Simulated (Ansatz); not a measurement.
Functionals compared on a constructed model of the (111) surface of fcc Rh, a pseudomorphic layer of Al in the host's stacking (bottom of the slab: a bare face, its two planes held), in Ansatz (plane waves, PAW). The structure was relaxed with PBE; the other rows are single points on it. Cutoff 420 eV (500 eV for r2SCAN).

Set-up: 7 atoms, 13.3 Å thick at the start with caps and adatoms (thin: gaps and levels are the slab's own); mesh 16x16x1; 0.1 eV smearing; dipole correction on; 2 atoms held, the rest relaxed; symmetry of the start imposed; no spin, no spin-orbit, no U. It is one candidate, not shown to be the stable structure of the face. These notes are the PBE run's.

```
functional  work function of the top face (eV)          rough cost of the single point
----------  ----------------------------------  --------------------------------------
PBE                                       4.42                                       –
RPBE                                      4.35          around 16 core-seconds (rough)
r2SCAN                                       …  about 40 core-seconds (a rough figure)
```

**Question.** Some entries are withheld; supply them.

**Answer.** 
- r2SCAN, work function of the top face (eV): 4.48

Ansatz is a first-principles code.
